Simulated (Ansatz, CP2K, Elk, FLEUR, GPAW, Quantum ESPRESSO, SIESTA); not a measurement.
# W (Im-3m, 1 atom in the cell) computed with different codes at matched settings

Self-consistent single point, at a second geometry (lattice scaled by 0.98). First geometry:

```xyz
1
Lattice="-1.5459 1.5459 1.5459 1.5459 -1.5459 1.5459 1.5459 1.5459 -1.5459" Properties=species:S:1:pos:R:3 pbc="T T T"
W      0.0000     0.0000     0.0000
```

Shared settings, as Ansatz (a program for electronic structure) writes them: kpoints.mp_grid.grid = 12 12 12; scf.occupations.method = fermi_dirac; scf.occupations.width = 0.1 eV. Potentials and cutoffs stand in the table.

```
code                                                                                                                                model  ΔF from the first geometry (meV/atom)  pressure (GPa)           cutoff
----------------  -----------------------------------------------------------------------------------------------------------------------  -------------------------------------  --------------  ---------------
Quantum ESPRESSO                                                          PBE, PseudoDojo standard norm-conserving (PBE) pseudopotentials                                  246.6           60.33            75 Ry
Ansatz                                                                                                             PBE, default PAW files                                  245.3           60.05          default
FLEUR                                                                        PBE, all-electron FLAPW (FLEUR), scalar-relativistic valence                                  253.2               –  Kmax 4.3 1/bohr
SIESTA            GGA PBE, numerical atomic orbitals DZP, PseudoDojo PBE standard norm-conserving potentials (rewritten from UPF to PSML)                                  279.8           68.15      grid 300 Ry
Elk                                                          PBE, all-electron FP-LAPW, Elk's shipped species files, default APW+lo basis                                  265.9               –         rgkmax 7
CP2K                                                              PBE, GPW, DZVP-MOLOPT-SR-GTH basis, GTH-PBE potentials (GTH_POTENTIALS)                                  228.8           56.74      grid 500 Ry
GPAW                                                                                         PBE, GPAW PAW datasets PBE (gpaw-data 1.0.1)                                  244.0           59.83           550 eV
```

A dash marks a value that a program does not give, or that is left out as unsure.

On Ansatz's run: spin-orbit coupling is off. Spin polarisation is off.

The spread over the programs that give each value: ΔF from the first geometry within 51.0 meV/atom; pressure within 11.41 GPa.

SIESTA and CP2K use small atom-centred bases, whose incompleteness enters pressures, forces and empty levels differently from a plane-wave cutoff. FLEUR and Elk treat all electrons, but the usual bases taken here (sphere radii, linearisation, local orbitals, empty states) were not tested for convergence, so the values are no reference for the others. Ansatz's pressure is given at a fixed set of plane waves, as the other plane-wave codes print theirs; with its correction for the finite basis it is 60.16 GPa. In the pressure, SIESTA (by 8.10) and CP2K (by 3.32) lie more than 1 GPa from the median of the plane-wave programs.

The starting cell has typed, rounded lattice constants, without a prior relaxation at this level. Its lattice was rescaled by a random factor within 2.5 % of one. For this run, on top of that: lattice scaled by 0.98.

Left out of this page: ABINIT (with a known weakness of the program).

Keys are those of Ansatz 0.2.
